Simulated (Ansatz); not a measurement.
Consider SnO (space group P4/nmm, No. 129; layered, stacked along the Cartesian z axis).

```
SnO
1.0
    3.83709     0.00000     0.00000
    0.00000     3.83709     0.00000
    0.00000     0.00000     4.75881
Sn O
2 2
Direct
  0.50000   0.00000   0.75657
  0.00000   0.50000   0.24343
  0.50000   0.50000   0.00000
  0.00000   0.00000   0.00000
```

Cartesian axes are those of the cell as printed.

Computed with DFT with PBE-D3(BJ), PAW potentials and a 420 eV plane-wave cutoff in Ansatz (a first-principles code), no spin-orbit coupling.

Strains are applied to the cell and any free atomic positions relax; under biaxial strain the out-of-plane vector relaxes too.

One change was made to it. Results:

The pressure (mean of the normal stresses, compression positive) goes from zero to 0.7 GPa; the volume per atom drops by 0.14 Å³ (17.52 Å³ → 17.38 Å³); the band gap stays zero.

Problem. Name the change that was made.
(A) biaxial strain −2.40 %, plane normal [001], relaxed out of plane
(B) biaxial strain −1.20 %, plane normal [001], relaxed out of plane
(C) biaxial strain −0.60 %, plane normal [001], relaxed out of plane
(D) biaxial strain −3.00 %, plane normal [001], relaxed out of plane
(E) biaxial strain −1.80 %, plane normal [001], relaxed out of plane

Solution. C, biaxial strain −0.60 %, plane normal [001], relaxed out of plane. For comparison, the pressure in the other runs: biaxial strain −2.40 %, plane normal [001], relaxed out of plane gives 2.9 GPa; biaxial strain −1.80 %, plane normal [001], relaxed out of plane gives 2.1 GPa; biaxial strain −3.00 %, plane normal [001], relaxed out of plane gives 3.7 GPa; biaxial strain −1.20 %, plane normal [001], relaxed out of plane gives 1.4 GPa.

Whether these cells are dynamically stable was not tested. All final runs are without spin polarisation. A zero or small gap of SnO can be the functional's error rather than a property of the material.
